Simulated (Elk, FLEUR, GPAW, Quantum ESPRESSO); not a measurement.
**One structure in several programs: CeB₂Ru₃ (P6/mmm, 6 atoms in the cell)**

Self-consistent single point, at a second geometry (lattice scaled by 0.98). First geometry:

```
CeB2Ru3
1.0
    5.46586     0.00000     0.00000
   -2.73293     4.73357     0.00000
    0.00000     0.00000     2.96633
Ce B Ru
1 2 3
Direct
  0.00000   0.00000   0.00000
  0.33333   0.66667   0.00000
  0.66667   0.33333   0.00000
  0.50000   0.00000   0.50000
  0.50000   0.50000   0.50000
  0.00000   0.50000   0.50000
```

Shared settings, as Quantum ESPRESSO writes them: occupations = smearing; smearing = fd; degauss = 0.0073499 Ry; K_POINTS = automatic 6 6 9 0 0 0. Potentials and cutoffs stand in the table.

```
code                                                                                                              model  ΔF from the first geometry (meV/atom)           cutoff
----------------  -----------------------------------------------------------------------------------------------------  -------------------------------------  ---------------
FLEUR                                  LDA (Vosko-Wilk-Nusair), all-electron FLAPW (FLEUR), scalar-relativistic valence                                   31.3  Kmax 4.4 1/bohr
Elk               LDA (PW92), all-electron FP-LAPW, Elk's shipped species files, APW+lo basis with extra local orbitals                                   29.9       rgkmax 7.5
Quantum ESPRESSO                                                 LDA (PZ), SSSP 1.1.2 efficiency (PBE) pseudopotentials                                   31.2            60 Ry
GPAW                                                      LDA (Perdew-Wang 92), GPAW PAW datasets LDA (gpaw-data 1.0.1)                                   26.7           900 eV
```

On FLEUR's run: spin-orbit coupling is off. Spin polarisation is off. The f electrons are in the valence without U or exact exchange, which can misplace them near the Fermi level. Spin-orbit terms, which matter for f shells, are left out.

The spread over the programs that give each value: ΔF from the first geometry within 4.6 meV/atom.

FLEUR and Elk treat all electrons, but the usual bases taken here (sphere radii, linearisation, local orbitals, empty states) were not tested for convergence, so the values are no reference for the others. The same LDA comes in different parametrisations, which differ slightly.

The starting cell comes from a database of computed structures (which also holds hypothetical and non-ambient phases and stackings), without a prior relaxation at this level. Its lattice was rescaled by a random factor within 2.5 % of one. For this run, on top of that: lattice scaled by 0.98.

Left out of this page: Ansatz (with a known weakness of the program).
